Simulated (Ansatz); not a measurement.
System: MgZn₂N₂ (P-3m1, No. 164, 5 atoms in the cell; start mp-1245625). Method: PBEsol in Ansatz (PAW).

Numerical settings: plane-wave cutoff 520 eV, 12×12×6 k mesh (along the axes of the cell as run), Fermi–Dirac smearing 0.01 eV, scalar-relativistic PAW data made under PBE.

Cell (relaxed with PBEsol):

```
MgZn2N2
1.0
    3.30603     0.00000     0.00000
   -1.65302     2.86311     0.00000
    0.00000     0.00000     5.70966
Mg Zn N
1 2 2
Direct
  0.00000   0.00000   0.00000
  0.66667   0.33333   0.34841
  0.33333   0.66667   0.65159
  0.66667   0.33333   0.76570
  0.33333   0.66667   0.23430
```

### Question
Predict the band gap.

### Answer

* **band gap**: 0.31 eV (direct)

A start named mp-… is a Materials Project structure, which need not be a measured phase.

Ansatz is a quantum-chemistry and plane-wave program.
